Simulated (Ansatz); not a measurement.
## Hypothetical diamond Sr, response to strain

The reference is Sr in the diamond structure (space group Fd-3m, No. 227; a hypothetical phase, not in the database extracts checked; relaxed with 0.1 eV smearing).

```yaml
crystal:
  lattice:
    - [0.00000, 4.68360, 4.68360]
    - [4.68360, 0.00000, 4.68360]
    - [4.68360, 4.68360, 0.00000]
  atoms:
    - { symbol: Sr, position: [0.75000, 0.75000, 0.75000] }
    - { symbol: Sr, position: [0.50000, 0.50000, 0.50000] }
```

Cartesian axes are those of the cell as printed.

Strains are applied to the cell and any free atomic positions relax.

All numbers come from PBEsol in Ansatz (plane waves to 420 eV, PAW, no SOC).

Notes on the quantities. energy relative to the base: free energy F.

```csv
variant,energy relative to the base,pressure,shortest interatomic distance
base,0 meV/atom,0.0 GPa,7.665 bohr
isotropic strain −3.85 %,+13 meV/atom,0.4 GPa,7.370 bohr
isotropic strain −2.15 %,+4.0 meV/atom,0.2 GPa,7.500 bohr
isotropic strain +0.74 %,+0.5 meV/atom,-0.1 GPa,7.722 bohr
tensor shear ε_xz = +1.40 %,-1.5 meV/atom,0.0 GPa,7.631 bohr
```

No phonon test of stability was made. Under tensor shear ε_xz = +1.40 % the cell ends below the base's energy or with stress of the wrong sign: the atoms slid into a distortion or the cell is elastically unstable, so the base is not a stable minimum at this level.

Ansatz is an electronic-structure program.
